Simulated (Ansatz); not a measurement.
Zn_Se in zinc-blende ZnSe: one set of geometries, relaxed with PBE, evaluated in Ansatz (PAW, plane waves to 420 eV, 500 eV under r2SCAN) with PBE, r2SCAN.

Set-up: 64-site cell; 2×2×2 shifted k-points; start: the Se site; not converged in cell size; flagged in the runs: a doubtful potential alignment.

```csv
quantity,PBE,r2SCAN
host gap (eV),1.15,1.71
"neutral formation energy against trigonal Se, hcp Zn (eV)",4.02,4.60
largest moment on one atom at charge 0 (μB),0.00,0.00
```

PBE narrows the gap by 0.56 eV against r2SCAN, the highest level run.

Ansatz is an electronic-structure program.
